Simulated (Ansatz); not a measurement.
**How far a parabola holds: energy against volume of L1₂ (Cu3Au-type) Ni3Si**

L1₂ (Cu3Au-type) Ni3Si was calculated with LDA (plane waves, PAW; Ansatz, a first-principles code). Run with plane-wave cutoff 520 eV, 16×16×16 k mesh, Fermi–Dirac smearing 0.05 eV, no spin polarisation, scalar-relativistic PAW data made under PBE. The cell has no free parameter but its volume, all volumes share cutoff and mesh, and the runs aren't spin-polarised. Energies are free energies at the run's smearing, counted from the lowest row; static lattice.

```csv
V (Å³/atom),E (meV/atom)
9.462,?
9.664,14.39
9.865,3.53
10.066,0.00
10.268,3.00
10.469,11.84
```

Using a parabola, estimate the missing E at V = 9.462 from the other rows, showing the fit.

With u = V - 10.07, the rows have u = -0.40600, -0.20500, -0.00400, 0.19800, 0.39900. Least squares gives E = -0.025 - 2.229·u + 81.036·u². Residuals (row less fit): 0.152, -0.307, 0.015, 0.289, -0.147; standard error 0.334 (degrees of freedom: 2). The fitted curve has its minimum at V = 10.1, where E = -0.04. Its curvature is d²E/dV² = 2 × 81.036 meV/Å⁶, so B = V0·d²E/dV² × 0.1602 = 262 GPa. At the withheld row, u = -0.60800, so E = -0.025 - 2.229 × (-0.60800) + 81.036 × (-0.60800)² = 31.286 meV/atom. The calculation gives 33.45 meV/atom, 2.164 meV/atom above the prediction (6.5 % of the range of E in the table). The row lies outside the fitted rows, so this is an extrapolation. From the scatter of the fitted rows alone, a prediction at this place has a standard error of 0.793 meV/atom, so the miss is 2.7 times that.

The residuals are curvature that a parabola lacks, not noise. A solid that stiffens under compression and softens on expansion lies above the parabola at the compressed end and under it at the expanded end, as this row does. A third-order Birch-Murnaghan fit to the whole scan has B0 = 259 GPa. Only scans are tabulated whose curvature falls smoothly with volume, and where the parabola meets the shown rows within 5 % of their range and misses the end by 0.1 meV or more.
